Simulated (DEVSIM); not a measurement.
System: illuminated Si p-on-n cell, one wavelength, at 300 K.

```
layer (left to right)  material  thickness (μm)  Nd (cm⁻³)  Na (cm⁻³)  τn (s)  τp (s)  absorption coefficient (cm⁻¹)
---------------------  --------  --------------  ---------  ---------  ------  ------  -----------------------------
1                            Si           0.460          -     6.2e17    5e-6  1.5e-6                            450
2                            Si            56.0     1.4e16          -    2e-5    2e-5                            450
```

Left contact: ohmic, minority electron recombination velocity 3e5 cm/s. Right contact: ohmic, minority hole recombination velocity 7e5 cm/s. Voltage is applied to the left contact. Recombination: SRH at mid-gap, radiative, Auger. Light enters at the left, 4.8e17 photons cm⁻² s⁻¹, one pass, no reflection. Mobility is constant in doping.

The device is made up for the run: typed textbook-type constants, with dimensions and the other settings drawn at random. Values at 300 K.

```csv
parameter,Si
gap (eV),1.124
affinity (eV),4.05
permittivity,11.7
Nc (cm⁻³),2.86e19
Nv (cm⁻³),3.1e19
μn (cm²/Vs),1417
μp (cm²/Vs),470
B (cm³/s),4.7e-15
Cn (cm⁶/s),2.8e-31
Cp (cm⁶/s),9.9e-32
```

Model (solved in DEVSIM): 1D drift-diffusion, Boltzmann statistics, complete ionisation; no tunnelling, impact ionisation, image-force lowering or self-heating.

The photon flux was swept, all else fixed.

```json
[
 {"photon flux (cm^-2 s^-1)": "1.4e16", "open-circuit voltage (V)": "0.487", "largest power (mW/cm²)": "0.558", "share of generated pairs collected at short circuit": "0.694", "fill factor": "0.80"},
 {"photon flux (cm^-2 s^-1)": "4.8e16", "open-circuit voltage (V)": "0.518", "largest power (mW/cm²)": "2.05", "share of generated pairs collected at short circuit": "0.694", "fill factor": "0.81"},
 {"photon flux (cm^-2 s^-1)": "1.4e17", "open-circuit voltage (V)": "0.546", "largest power (mW/cm²)": "6.36", "share of generated pairs collected at short circuit": "0.694", "fill factor": "0.81"},
 {"photon flux (cm^-2 s^-1)": "4.8e17", "open-circuit voltage (V)": "0.578", "largest power (mW/cm²)": "23.3", "share of generated pairs collected at short circuit": "0.694", "fill factor": "0.82"},
 {"photon flux (cm^-2 s^-1)": "1.4e18", "open-circuit voltage (V)": "0.606", "largest power (mW/cm²)": "71.8", "share of generated pairs collected at short circuit": "0.694", "fill factor": "0.83"},
 {"photon flux (cm^-2 s^-1)": "4.8e18", "open-circuit voltage (V)": "[?]", "largest power (mW/cm²)": "262", "share of generated pairs collected at short circuit": "0.696", "fill factor": "0.83"},
 {"photon flux (cm^-2 s^-1)": "1.4e19", "open-circuit voltage (V)": "0.665", "largest power (mW/cm²)": "804", "share of generated pairs collected at short circuit": "0.701", "fill factor": "0.84"}
]
```

**Question.** Complete the blanks.

**Answer.** 
- 4.8e18, open-circuit voltage (V): 0.637
